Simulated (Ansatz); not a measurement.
**Element substitutions in hypothetical fluorite TaGe2**

Start from TaGe2 in the fluorite structure (space group Fm-3m, No. 225; a hypothetical phase, not in the database extracts checked).

```yaml
crystal:
  lattice:
    - [0.00000, 3.09446, 3.09446]
    - [3.09446, 0.00000, 3.09446]
    - [3.09446, 3.09446, 0.00000]
  atoms:
    - { symbol: Ta, position: [0.00000, 0.00000, 0.00000] }
    - { symbol: Ge, position: [0.25000, 0.25000, 0.25000] }
    - { symbol: Ge, position: [0.75000, 0.75000, 0.75000] }
```

Each row replaces one element on all its sites; cell and atoms are relaxed.

Levels (all Ansatz, a quantum-chemistry and plane-wave program, PAW): PBEsol (420 eV, no spin-orbit coupling); r2SCAN (500 eV, scalar-relativistic without spin-orbit coupling).

Pressures by level, all at the geometries relaxed with PBEsol:

```
case      PBEsol   r2SCAN
-------  -------  -------
base     0.0 GPa  2.2 GPa
Ge → Zn  0.0 GPa  1.8 GPa
Ta → Lu  0.0 GPa  1.8 GPa
```

Single points use the geometry relaxed with PBEsol. Their cutoffs differ, which shifts pressures a little. Stability against distortions was not tested. As relaxed here, TaZn2 and LuGe2 are hypothetical phases, not in the database extracts checked. All final runs are without spin polarisation. An odd electron count without spin: TaZn2, TaGe2 and LuGe2. TaZn2 and TaGe2 have a high density of states at the Fermi level and may be magnetic at this level.
